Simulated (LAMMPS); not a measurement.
MD of Ge (diamond structure) at zero pressure over temperature, 216 atoms; each row names its start.

Model: MD with a machine-learned potential, pair style snap, file Ge_Zuo_JPCA2020.snap (LAMMPS).

```csv
"T (K), start",state,volume,enthalpy,first peak of g(r),coordination number
"100, crystal",crystal; no diffusion seen in 15 ps,24.1544 ± 0.0004 Å³/atom,-4.4668 ± 0.0001 eV/atom,"2.50 Å, height 12.7",4.00 (counted to 3.26 Å)
"200, crystal",crystal; no diffusion seen in 15 ps,24.270 ± 0.002 Å³/atom,-4.4400 ± 0.0003 eV/atom,"2.50 Å, height 8.3",4.00 (counted to 3.30 Å)
"300, crystal",crystal; no diffusion seen in 15 ps,24.395 ± 0.003 Å³/atom,-4.4132 ± 0.0004 eV/atom,"2.50 Å, height 7.0",4.00 (counted to 3.26 Å)
"540, crystal",crystal; no diffusion seen in 15 ps,24.785 ± 0.004 Å³/atom,-4.3440 ± 0.0002 eV/atom,"2.51 Å, height 4.8",4.00 (counted to 3.30 Å)
"730, crystal",crystal; no diffusion seen in 15 ps,25.247 ± 0.007 Å³/atom,-4.2802 ± 0.0009 eV/atom,"2.52 Å, height 4.1",4.00 (counted to 3.34 Å)
```

Measured linear expansion coefficient: 5.700 1e-6/K at 293 K (Kaye and Laby Online (NPL), 2.3.5 Thermal expansion).

Measured melting point: 1211 K (Wikipedia, Melting points of the elements (data page)).

Caution: with SNAP Ge_Zuo_JPCA2020.snap the 0 K volume of this crystal is 7 % off the measured one.

Caution (row 730, crystal): a run this short can hold a crystal over, or a liquid under, the potential's own melting point, which these runs don't give.

From the crystal rows between 100 and 300 K, estimate the mean linear expansion coefficient and the heat capacity. The slope of ln V over three gives 17 × 10^-6 /K, and dH/dT = 3.1 kB/atom. Nuclei are classical here, so the heat capacity stays near 3 kB/atom, where a real crystal's falls off below its Debye temperature.

States go by the mean squared displacement: a species diffuses where it passes 1.5 Å², still rises and gives D over 1e-6 cm²/s; a crystal has left its structure where atoms lie 0.35 Å off their sites on average or a cubic box changes its shape by 3 %, or the axial ratios of another lie 8 % off the starting cell's, which the potential's own relaxation can also do.

The ± values are statistical; the model's systematic error is not in them.
